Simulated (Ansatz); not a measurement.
The reference is Sr in the fcc (Cu type) structure (space group Fm-3m, No. 225; a = 6.100 Å). Axes: x, y, z lie along the cube axes.

All numbers come from r2SCAN (Ansatz, a first-principles code; PAW; 500 eV plane waves; no spin-orbit coupling).

Strains are applied to the cell and any free atomic positions relax; under biaxial strain the out-of-plane vector relaxes too.

One change was made to it. Results:

```json
[
 {"quantity": "energy relative to the base (free energy F)", "base": "0 meV/atom", "after": "+5.0 meV/atom"},
 {"quantity": "shortest interatomic distance", "base": "4.313 Å", "after": "4.314 Å"},
 {"quantity": "pressure (mean of the normal stresses, compression positive)", "base": "0.0 GPa", "after": "-0.4 GPa"}
]
```

### Question
Name the change that was made.
(A) biaxial strain +2.37 %, plane normal [111], relaxed out of plane
(B) isotropic strain +2.51 %
(C) isotropic strain −4.41 %

### Answer
A, biaxial strain +2.37 %, plane normal [111], relaxed out of plane. For comparison, the energy relative to the base in the other runs: isotropic strain +2.51 % gives +11 meV/atom; isotropic strain −4.41 % gives +40 meV/atom.

No phonon test of stability was made.
